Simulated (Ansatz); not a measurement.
## What biaxial strain +1.07 %, plane normal [111], relaxed out of plane does to KI

Base system: KI in the CsCl type structure (space group Pm-3m, No. 221; a = 4.2919 Å; a model cell, its experimental status unchecked). Axes: x, y, z lie along the cube axes.

Perturbation: biaxial strain +1.07 %, plane normal [111], relaxed out of plane (Cartesian); in-plane vectors clamped, the third vector and the atoms free.

Computed with plane-wave PAW DFT at the r2SCAN level (Ansatz, a program for electronic structure, 500 eV), without spin-orbit coupling. Γ-centred 8×8×8 mesh, Fermi–Dirac width 0.05 eV.

| quantity | base | changed | shift |
|---|---|---|---|
| volume per atom | 39.53 Å³ | 39.91 Å³ | +0.38 Å³ |
| space group | Pm-3m (No. 221) | R-3m (No. 166) | – |
| shortest interatomic distance | 7.024 bohr | 6.942 bohr | -0.082 bohr |
| energy relative to the base (free energy F) | 0 meV/atom | +0.5 meV/atom | +0.5 meV/atom |
| pressure (mean of the normal stresses, compression positive) | 0.1 kbar | -1.2 kbar | -1.3 kbar |
| band gap | 4.04 eV | 4.02 eV | -0.026 eV |
| gap character | – | indirect, F → Γ | – |
| smallest direct gap | 4.41 eV | 4.36 eV | -0.05 eV |
| electron mass | 0.30 mₑ (at Γ) | 0.30 mₑ (at Γ) | – |
| valley order (the lowest conduction-band minima on the path, energy above the VBM, named in the base's zone) | Γ 4.04 eV; M along ⟨110⟩ 4.45 eV | Γ 4.02 eV; M along [110] 4.46 eV | – |
| out-of-plane strain | – | -1.17 % | – |
| ratio −ε⊥/ε∥ | – | 1.09 | – |
| mean in-plane stress (compression positive) | – | -0.2 GPa | – |

Final structure (turned so that z lies along the plane normal):

```
CELL_PARAMETERS angstrom
      6.13461     0.00000     0.00000
      3.06731     5.31273     0.00000
      3.06731    -1.77091     2.44902
ATOMIC_POSITIONS crystal
  K  0.00000 0.00000 0.00000
  I  0.00000 0.50000 0.50000
```

Spin-orbit coupling, missing from the scalar runs, can matter with I. Effective masses come from finite differences of ±0.01 Å⁻¹. Stability against distortions was not tested. This is not the structure that KI has at room temperature and ambient pressure. k-point labels follow each cell's own Brillouin zone.
